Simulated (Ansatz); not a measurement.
Consider GaCuSe2 in the chalcopyrite structure (space group I-42d, No. 122; a = 5.508 Å, c = 10.962 Å). Axes: x, y, z lie along a, b, c of the conventional cell.

Computed with DFT with LDA, PAW potentials and a 420 eV plane-wave cutoff in Ansatz (a first-principles code), without spin-orbit coupling.

Strains are applied to the cell and any free atomic positions relax; under biaxial strain the out-of-plane vector relaxes too.

One change was made to it. Results:

```csv
quantity,base,after
band gap,0.17 eV,zero
"pressure (mean of the normal stresses, compression positive)",0.0 GPa,-1.7 GPa
energy relative to the base (free energy F),0 meV/atom,+10 meV/atom
volume per atom,20.79 Å³,21.24 Å³
```

Which change produced these results?
A) biaxial strain +2.25 %, plane normal [001], relaxed out of plane
B) biaxial strain +3.00 %, plane normal [001], relaxed out of plane
C) biaxial strain +0.75 %, plane normal [001], relaxed out of plane
D) biaxial strain +1.50 %, plane normal [001], relaxed out of plane

B, biaxial strain +3.00 %, plane normal [001], relaxed out of plane. For comparison, the energy relative to the base in the other runs: biaxial strain +0.75 %, plane normal [001], relaxed out of plane gives +0.7 meV/atom; biaxial strain +2.25 %, plane normal [001], relaxed out of plane gives +5.8 meV/atom; biaxial strain +1.50 %, plane normal [001], relaxed out of plane gives +2.6 meV/atom.

No phonon test of stability was made. The final runs are not spin-polarised. Gaps under 0.05 eV, about the width of the smearing, are given as zero. The zero or small gap of GaCuSe2 can change with the level of theory.
